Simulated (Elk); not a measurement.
Worked example: self-consistent single point of LuPt3 (P1, 4 atoms in the cell) in Elk.

Method: PBEsol, all-electron FP-LAPW, Elk's shipped species files, default APW+lo basis in Elk.

The change in words: lattice scaled by 0.98. Reference geometry:
```yaml
crystal:
  lattice:
    - [4.04579, 0.00000, 0.00000]
    - [0.00000, 4.04579, 0.00000]
    - [0.00000, 0.00000, 4.04579]
  atoms:
    - { symbol: Lu, position: [0.01434, 0.98671, 0.02082] }
    - { symbol: Pt, position: [0.96532, 0.49907, 0.51282] }
    - { symbol: Pt, position: [0.49506, 0.00942, 0.47420] }
    - { symbol: Pt, position: [0.52528, 0.50479, 0.99216] }
```

Reference input (self-consistent single point, DFT, PBEsol, all-electron FP-LAPW, Elk's shipped species files, default APW+lo basis): xctype = 22; rgkmax = 7; stype = 3; swidth = 0.00499791 Ha; ngridk = 5 5 5; rmtscf = 0.83. This run's input differs from it in these lines:

```diff
@@ -19,5 +19,5 @@
 avec
-    7.6454350577    0.0000000000    0.0000000000
-    0.0000000000    7.6454350577    0.0000000000
-    0.0000000000    0.0000000000    7.6454350577
+    7.4925259786    0.0000000000    0.0000000000
+    0.0000000000    7.4925259786    0.0000000000
+    0.0000000000    0.0000000000    7.4925259786
```

Output, abridged:

```
│ Self-consistent loop started │
│ Loop number : 1 │
 total energy                :     -69860.5484180
│ Loop number : 2 │
 total energy                :     -69863.0080439
RMS change in Kohn-Sham potential (target) :   0.3609290889     (  0.1000000000E-05)
Absolute change in total energy (target)   :    2.459625874     (  0.1000000000E-03)
│ Loop number : 3 │
 total energy                :     -69877.5277443
RMS change in Kohn-Sham potential (target) :   0.2839595422     (  0.1000000000E-05)
Absolute change in total energy (target)   :    15.13460683     (  0.1000000000E-03)
│ Loop number : 4 │
   [... lines left out ...]
Absolute change in total energy (target)   :   0.1306041784E-02 (  0.1000000000E-03)
│ Loop number : 16 │
 total energy                :     -69901.7255240
RMS change in Kohn-Sham potential (target) :   0.1930049316E-05 (  0.1000000000E-05)
Absolute change in total energy (target)   :   0.8740171324E-05 (  0.1000000000E-03)
│ Loop number : 17 │
 total energy                :     -69901.7255365
RMS change in Kohn-Sham potential (target) :   0.2492840853E-06 (  0.1000000000E-05)
Absolute change in total energy (target)   :   0.1476558100E-04 (  0.1000000000E-03)
Convergence targets achieved

│ Loop number : 18 │

Energies :
 Fermi                       :     0.464697152398
 total energy                :     -69901.7255444

Density of states at Fermi energy :    49.65397249
 (states/Hartree/unit cell)

Estimated indirect band gap :   0.4821314569E-02
 from k-point     89 to k-point    125
Estimated direct band gap   :   0.9463487062E-02
 at k-point    121

Charges :
 core                        :    190.0000000
 valence                     :    115.0000000
 interstitial                :    8.639564709
 muffin-tins (core leakage)
  species :    1 (Lu)
   atom    1                 :    68.54519583     (  0.2234204378E-04)
  species :    2 (Pt)
   atom    1                 :    75.94049787     (  0.1870685423E-02)
   atom    2                 :    75.93479853     (  0.1869887495E-02)
   atom    3                 :    75.93994306     (  0.1870478693E-02)
 total in muffin-tins        :    296.3604353
 total calculated charge     :    304.9827155
 total charge                :    305.0000000
 error                       :   0.1728452102E-01

│ Self-consistent loop stopped │
```

The run converged in 18 iterations. The count includes the last loop, which Elk runs after its targets are met. Against the reference run the free energy goes up by 37.5 meV/atom.

The starting cell comes from a database of computed structures (which also holds hypothetical and non-ambient phases and stackings), without a prior relaxation at this level. Its atoms were displaced at random from the sites of space group no. 221. For this run, on top of that: lattice scaled by 0.98. Spin-orbit coupling is off. Spin polarisation is off. Values depend on the basis (sphere radii, cutoffs, local orbitals), which need not be converged. The log's line on a gap gives a spacing of levels on this mesh, which the program prints for metals too.

Cost on one core of a shared machine: roughly 2 min.
